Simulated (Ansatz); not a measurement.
Hexagonal WC was calculated with PBE-D4 (Ansatz, a first-principles code, PAW).

Settings: plane-wave cutoff 520 eV, 24×24×20 k mesh (along the axes of the cell as run), Fermi–Dirac smearing 0.05 eV, no spin polarisation, scalar-relativistic PAW data made under PBE.

Equation-of-state points:

```json
[
 {"V (Å³/atom)": "9.926", "E − E_lowest (meV/atom)": "22.14", "P (GPa)": "17.77"},
 {"V (Å³/atom)": "10.133", "E − E_lowest (meV/atom)": "5.34", "P (GPa)": "8.42"},
 {"V (Å³/atom)": "10.340", "E − E_lowest (meV/atom)": "0.00", "P (GPa)": "0.00"},
 {"V (Å³/atom)": "10.547", "E − E_lowest (meV/atom)": "4.98", "P (GPa)": "-7.58"},
 {"V (Å³/atom)": "10.753", "E − E_lowest (meV/atom)": "19.24", "P (GPa)": "-14.40"}
]
```

Question: Estimate the bulk modulus and its pressure derivative from these points.

Answer: V0 = 10.340 Å³/atom, B0 = 399 GPa, B′ = 4.3 (fit to the energies at full precision).

Shape and atoms are relaxed at each volume.

Measured, for comparison: bulk modulus 384 ± 0.8 GPa (room temperature, not corrected to a static lattice, adiabatic, ultrasonic, our sources range from 377 to 412; as tabulated in Compression behavior of WC and WC-6%Co up to 50 GPa (OSTI 1006718)). Computed (rounded) less measured: bulk modulus +4 % (inside the range of the sources held).

Note: the bulk modulus comes from volumes at which shape and atoms were relaxed.

Spin–orbit coupling is not included.

Cost on a shared machine: about 13 core-minutes (a rough figure).
